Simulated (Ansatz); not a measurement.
Take YN in the rock salt structure (space group Fm-3m, No. 225; a = 4.856 Å) as the base.

One thing is altered: cell and atoms relaxed at a pressure of 100 GPa.

Levels (all Ansatz, a quantum-chemistry and plane-wave program, PAW): PBEsol (420 eV, without spin-orbit coupling); r2SCAN (500 eV, spin-orbit coupling left out).

The geometry is relaxed with PBEsol.

- PBEsol pressure: 100.0 GPa

With r2SCAN at the same geometry, the pressure grows by 11.9 GPa to 111.9 GPa.

Single points use the geometry relaxed with PBEsol. Their cutoffs differ, which shifts pressures a little. The mesh was chosen for an insulator and is coarse for the gapless case. Load acts through the strain it causes; cell and atoms are relaxed under it. Whether these cells are dynamically stable was not tested. No other phases were tried under pressure. All final runs are without spin polarisation.
